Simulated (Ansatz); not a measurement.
The reference is WSi2 (space group I4/mmm, No. 139; relaxed with 0.1 eV smearing).

```
WSi2
1.0
   -1.61445     1.61445     3.93487
    1.61445    -1.61445     3.93487
    1.61445     1.61445    -3.93487
Si W
2 1
Cartesian
  0.00000   0.00000   5.23716
  0.00000   0.00000   2.63258
  0.00000   0.00000   0.00000
```

Cartesian axes are those of the cell as printed.

Computed with DFT with PBE, PAW potentials and a 420 eV plane-wave cutoff in Ansatz (a first-principles code), spin-orbit coupling left out.

It is then changed as follows: every lattice vector is shortened by 1.00 %, atoms relaxed at fixed cell.

**Question.** Predict the stress tensor and what it implies for the stiffness.

**Answer.** Stress of the strained cell less that of the base (GPa, compression positive):
```
    6.7     0.0     0.0
    0.0     6.7     0.0
    0.0     0.0     7.7
```

Then B = −ΔP/(ΔV/V₀) with ΔV/V₀ = -0.0297 gives secant stiffness values (nonlinear terms included at this strain): B (at held cell shape, above the free-shape value) ≈ 237 GPa.

As a check, the harmonic strain energy −½ V₀ Δσ:ε is 9.0 meV/atom; the computed energy rise is 8.7 meV/atom.

No phonon test of stability was made. The final runs are not spin-polarised.
